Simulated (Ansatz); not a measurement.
The starting structures come from a database of crystals and need not be the phases stable at ambient conditions.

By PBEsol, the system below comes out a metal.

```xyz
3
Lattice="4.1416 0.0000 0.0000 0.6348 4.0927 0.0000 1.7534 -2.0464 2.6948" Properties=species:S:1:pos:R:3 pbc="T T T"
Sr     0.0000     0.0000     0.0000
N      3.6674    -0.4064     2.6948
N      2.8625     2.4527     0.0000
```

Space group of this cell: I4/mmm. The cell is taken as given; by PBEsol its mean pressure is -2.8 GPa.

The current flows along the normal of the first two printed cell vectors, the (110) plane of the conventional cell. No spin-orbit coupling; the value is a mean over 0.1 eV about the Fermi level.

### Question
Predict the ballistic conductance per area from PBEsol (Ansatz, an electronic-structure program).

### Answer
0.49 × 10¹⁵ S/m² for both spins.
